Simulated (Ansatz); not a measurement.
Response to strain in CdTe

The reference is CdTe in the zinc blende structure (space group F-43m, No. 216).

```yaml
crystal:
  lattice:
    - [0.00000, 3.27903, 3.27903]
    - [3.27903, 0.00000, 3.27903]
    - [3.27903, 3.27903, 0.00000]
  atoms:
    - { symbol: Te, position: [0.75000, 0.75000, 0.75000] }
    - { symbol: Cd, position: [0.00000, 0.00000, 0.00000] }
```

Cartesian axes are those of the cell as printed.

Strains are applied to the cell and any free atomic positions relax; under biaxial strain the out-of-plane vector relaxes too; under stress the whole cell relaxes.

The values are results of Ansatz (a quantum-chemistry and plane-wave program), r2SCAN, PAW, cutoff 500 eV, spin-orbit coupling left out, earlier PAW set, not measurements.

Candidates:
(a) biaxial strain −4.00 %, plane normal [111], relaxed out of plane
(b) biaxial strain −1.31 %, plane normal [001], relaxed out of plane
(c) uniaxial stress, 1 GPa tension along z

Notes on the quantities. energy relative to the base: free energy F.

Q: Order them by energy relative to the base, lowest first.

A: (b) biaxial strain −1.31 %, plane normal [001], relaxed out of plane (+1.6 meV/atom), (c) uniaxial stress, 1 GPa tension along z (+4.0 meV/atom), (a) biaxial strain −4.00 %, plane normal [111], relaxed out of plane (+27 meV/atom)

Stability under load was not tested beyond the relaxation.
